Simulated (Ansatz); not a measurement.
Output of an Ansatz run (abridged):

```
WARN ansatz: RAYON_NUM_THREADS=1 ignored (pool sized by the plan → 1); use --threads N
basis.fft_grid_basis auto: the FFT boxes are laid along the combinations [[1, 0, -1], [0, 1, -1], [0, 0, 1]] of the cell's own vectors, 7.264, 7.264 and 12.659 …
Pseudopotentials: kind: paw
Pseudopotential: Sc, paw, valence charge 11
Pseudopotential: Cl, paw, valence charge 7
Pseudopotential: Cs, paw, valence charge 9
Pseudopotential: Li, paw, valence charge 3
Crystal: 20 atoms, lattice volume = 545.837 Å³
Basis set: ecut = 420.4159175005146 eV, 10623 PW (Γ), FFT grids on a1−a3, a2−a3, a3
Bands: 94, of which v1, the nominal top of the filled ones, is band 74 counted from 1 (73 counted from 0)
Symmetry: 12 space group operations
Space group: R-3m (ITA 166), of the structure as read, at distance tolerance 8.2e-5 Å
k-points: 6 of 27
PAW frozen core: Sc, regenerated for the run's functional, and the local potential with it
PAW frozen core: Cl, regenerated for the run's functional, and the local potential with it
PAW frozen core: Cs, regenerated for the run's functional, and the local potential with it
Initial density: superposition of atomic densities (neutral atoms: chi_scale 0, normalization atom), corrected by the library's trained network
Initial wavefunctions: pseudopotential atomic-orbital guess
Eigensolver: davidson
Functional: x = slater, c = lda
SCF iter   1: F=—  HF=-39171.991118 eV  |F-HF|=—  |Δ(HF+E_count)|=         —  Δρ=6.05e-3  dr2=2.24e-1  ethr=1.77e-3  ⟨swp⟩=7.2  Hψ=2607  notcnv=0  defer=18
all-band conjugate gradients solve this SCF's bands
preconditioner: auto → Resta (q_TF=auto, 2.195 Å⁻¹)
SCF iter   2: F=—  HF=-39171.929427 eV  |F-HF|=—  |Δ(HF+E_count)|=   6.17e-2  Δρ=3.02e-3  dr2=3.70e-2  ethr=1.52e-4  ⟨swp⟩=2.0  Hψ=910  notcnv=0  defer=67
SCF iter   3: F=—  HF=-39171.919488 eV  |F-HF|=—  |Δ(HF+E_count)|=   9.94e-3  Δρ=1.04e-3  dr2=6.40e-3  ethr=2.50e-5  ⟨swp⟩=2.0  Hψ=968  notcnv=0  defer=67
SCF iter   4: F=—  HF=-39171.918305 eV  |F-HF|=—  |Δ(HF+E_count)|=   1.18e-3  Δρ=2.24e-4  dr2=3.05e-4  ethr=4.33e-6  ⟨swp⟩=2.2  Hψ=669  notcnv=0  defer=67
SCF iter   5: F=—  HF=-39171.918350 eV  |F-HF|=—  |Δ(HF+E_count)|=   4.57e-5  Δρ=5.06e-5  dr2=1.60e-5  ethr=2.06e-7  ⟨swp⟩=2.2  Hψ=771  notcnv=0  defer=67
SCF iter   6: F=—  HF=-39171.918207 eV  |F-HF|=—  |Δ(HF+E_count)|=   1.43e-4  Δρ=1.78e-5  dr2=3.36e-6  ethr=1.08e-8  ⟨swp⟩=2.0  Hψ=901  notcnv=0  defer=67
SCF iter   7: F=—  HF=-39171.918207 eV  |F-HF|=—  |Δ(HF+E_count)|=   2.81e-7  Δρ=7.15e-6  dr2=5.64e-7  ethr=2.27e-9  ⟨swp⟩=2.0  Hψ=908  notcnv=0  defer=67
SCF iter   8: F=-39171.918207 eV  HF=-39171.918207 eV  |F-HF|=1.49e-8  |Δ(HF+E_count)|=   5.07e-8  Δρ=1.68e-6  dr2=3.79e-8  ethr=6.76e-11  ⟨swp⟩=14.0  Hψ=3078  notcnv=0
SCF 1 converged in 8 iterations: F = -39171.918207 eV  dr2 = 3.79e-8
SCF converged after 8 iterations
Free energy (F): -39171.918207 eV
Harris-Foulkes:  -39171.918207 eV  (|F-HF|=1.49e-8)
Internal energy: -39171.918207 eV  (E = F + TS)
E sigma→0 (E₀):  -39171.918207 eV
Fermi energy:    4.289857 eV
--- Per-component energies (eV) ---
  E_band       = -1009.706512
  E_kinetic    = 3070.540685
  E_local      = -6727.797474  (includes V_loc(G=0)·N_el)
  E_nonlocal   = 591.352844
  E_hartree    = 2317.511023
  E_xc         = -2194.687051
  E_vxc        = -2255.251510  (∫ρ·V_xc dr)
  E_paw        = -28968.470118  (= ΣΔE_a)
  E_vpaw       = -323.576245  (= ΣTr[D̂ρ^β])
  E_aug_tail   = 0.001237  (compensation charges beyond the density's cutoff)
  E_ewald      = -7264.347324
  E_core_change = 3.977971  (= ΣΔE_core)
  E_smearing   = -0.000000  (= −TS)
  E_closure    = -0.000000  (closes the sum)
  Σ components = -39171.918207   (vs F -39171.918207, Δ=0.00e0)
--- Forces (eV/Å), atoms counted from 1 ---
  atom   1  Sc    -0.00000000     0.00000000    -0.00000000
  atom   2  Cl    -0.05365469     0.03097755    -0.02215049
  atom   3  Cl    -0.00000000    -0.06195510    -0.02215049
  atom   4  Cl     0.05365469     0.03097755    -0.02215049
  atom   5  Cl     0.05365469    -0.03097755     0.02215049
  atom   6  Cl    -0.05365469    -0.03097755     0.02215049
  atom   7  Cl     0.00000000     0.06195510     0.02215049
  atom   8  Cs    -0.00000000    -0.00000000     0.00930462
  atom   9  Cs     0.00000000     0.00000000    -0.00930462
  atom  10  Cl    -0.00913685     0.00527516    -0.01435391
  atom  11  Cl     0.00000000    -0.01055032    -0.01435391
  atom  12  Cl     0.00913685     0.00527516    -0.01435391
  atom  13  Cl     0.00913685    -0.00527516     0.01435391
  atom  14  Cl    -0.00913685    -0.00527516     0.01435391
  atom  15  Cl    -0.00000000     0.01055032     0.01435391
  atom  16  Sc    -0.00000000     0.00000000     0.00000000
  atom  17  Cs     0.00000000     0.00000000     0.00846051
  atom  18  Cs    -0.00000000    -0.00000000    -0.00846051
  atom  19  Li     0.00000000     0.00000000     0.11870073
  atom  20  Li    -0.00000000    -0.00000000    -0.11870073
  max |Σ_I F_I| component: 6.94e-17 eV/Å
--- Stress (GPa, compression-positive) ---
       -1.977285       0.000000      -0.000000
        0.000000      -1.977285      -0.000000
       -0.000000      -0.000000      -2.085034
  P = ⅓ Tr σ = -2.0132 GPa (-20.132 kbar)
  The stress holds the Pulay correction. Without it, at fixed plane waves, as pw.x and ABINIT print it: P = -2.0156 GPa
--- Band table (eV; the first three rows and the last of 6) ---
  k-point 0: bands = ["-45.3144", "-44.9910", "-40.4067", "-40.4067", "-24.2314", "-24.2240", "-24.2240", "-23.9272", "-23.9117", "-23.9117", "-16.4908", "-16.4810", "-16.3865", "-16.3729", "-10.8670", "-10.6787", "-10.5035", "-10.3681", "-10.3681", [...]
  k-point 1: bands = ["-45.3144", "-44.9910", "-40.4067", "-40.4067", "-24.2314", "-24.2240", "-24.2240", "-23.9272", "-23.9117", "-23.9117", "-16.4875", "-16.4820", "-16.3830", "-16.3752", "-10.8137", "-10.6753", "-10.4908", "-10.4276", "-10.3780", [...]
  k-point 2: bands = ["-45.3144", "-44.9910", "-40.4067", "-40.4067", "-24.2314", "-24.2240", "-24.2240", "-23.9272", "-23.9117", "-23.9117", "-16.4875", "-16.4820", "-16.3830", "-16.3752", "-10.8145", "-10.6749", "-10.4965", "-10.4161", "-10.3782", [...]
  k-point 5: bands = ["-45.3144", "-44.9910", "-40.4067", "-40.4067", "-24.2314", "-24.2240", "-24.2240", "-23.9272", "-23.9117", "-23.9117", "-16.4874", "-16.4821", "-16.3830", "-16.3752", "-10.8068", "-10.6965", "-10.4565", "-10.4354", "-10.3779", [...]
```

The structure:

```
CELL_PARAMETERS angstrom
      3.63220     2.09705    11.94355
     -3.63220     2.09705    11.94355
      0.00000    -4.19410    11.94355
ATOMIC_POSITIONS crystal
  Sc 0.50000 0.50000 0.50000
  Cl 0.61570 0.14500 0.61570
  Cl 0.61570 0.61570 0.14500
  Cl 0.14500 0.61570 0.61570
  Cl 0.38430 0.85500 0.38430
  Cl 0.85500 0.38430 0.38430
  Cl 0.38430 0.38430 0.85500
  Cs 0.12636 0.12636 0.12636
  Cs 0.87364 0.87364 0.87364
  Cl 0.79958 0.28238 0.79958
  Cl 0.79958 0.79958 0.28238
  Cl 0.28238 0.79958 0.79958
  Cl 0.20042 0.71762 0.20042
  Cl 0.71762 0.20042 0.20042
  Cl 0.20042 0.20042 0.71762
  Sc 0.00000 0.00000 0.00000
  Cs 0.28813 0.28813 0.28813
  Cs 0.71187 0.71187 0.71187
  Li 0.40890 0.40890 0.40890
  Li 0.59110 0.59110 0.59110
```

### Question
What input produced this log?

### Answer
Other spellings and defaults could give the same log, and not every line can be read from it. The input that was run (DFT, LDA (PW92), plane waves, default PAW files made with PBE):

Ansatz 0.2 input:
```yaml
crystal:
  lattice:
    - [3.632198, 2.097050, 11.943549]
    - [-3.632198, 2.097050, 11.943549]
    - [0.000000, -4.194100, 11.943549]
  atoms:
    - { symbol: Sc, position: [0.500000, 0.500000, 0.500000] }
    - { symbol: Cl, position: [0.615700, 0.145000, 0.615700] }
    - { symbol: Cl, position: [0.615700, 0.615700, 0.145000] }
    - { symbol: Cl, position: [0.145000, 0.615700, 0.615700] }
    - { symbol: Cl, position: [0.384300, 0.855000, 0.384300] }
    - { symbol: Cl, position: [0.855000, 0.384300, 0.384300] }
    - { symbol: Cl, position: [0.384300, 0.384300, 0.855000] }
    - { symbol: Cs, position: [0.126360, 0.126360, 0.126360] }
    - { symbol: Cs, position: [0.873640, 0.873640, 0.873640] }
    - { symbol: Cl, position: [0.799580, 0.282380, 0.799580] }
    - { symbol: Cl, position: [0.799580, 0.799580, 0.282380] }
    - { symbol: Cl, position: [0.282380, 0.799580, 0.799580] }
    - { symbol: Cl, position: [0.200420, 0.717620, 0.200420] }
    - { symbol: Cl, position: [0.717620, 0.200420, 0.200420] }
    - { symbol: Cl, position: [0.200420, 0.200420, 0.717620] }
    - { symbol: Sc, position: [0.000000, 0.000000, 0.000000] }
    - { symbol: Cs, position: [0.288130, 0.288130, 0.288130] }
    - { symbol: Cs, position: [0.711870, 0.711870, 0.711870] }
    - { symbol: Li, position: [0.408900, 0.408900, 0.408900] }
    - { symbol: Li, position: [0.591100, 0.591100, 0.591100] }
basis:
  ecutwfc: 30.9 Ry
kpoints:
  mp_grid: { grid: [3, 3, 3] }
hamiltonian:
  xc: lda
  pseudopotentials: { kind: paw }
scf:
  occupations: { method: gaussian, width: 0.0037 Ry }
output:
  forces: true
  eigenvalues: true
  stress: true
```

The starting cell comes from a database of published, mostly measured structures (it also holds non-ambient and calculated ones), without a prior relaxation at this level. Its lattice was rescaled by a random factor within 2.5 % of one. Ansatz's pressure includes its estimate of the finite-basis (Pulay) stress. Another mesh or the band path of this cell gives a smaller gap, so this value is not converged in the mesh.

Ansatz is a quantum-chemistry and plane-wave program.
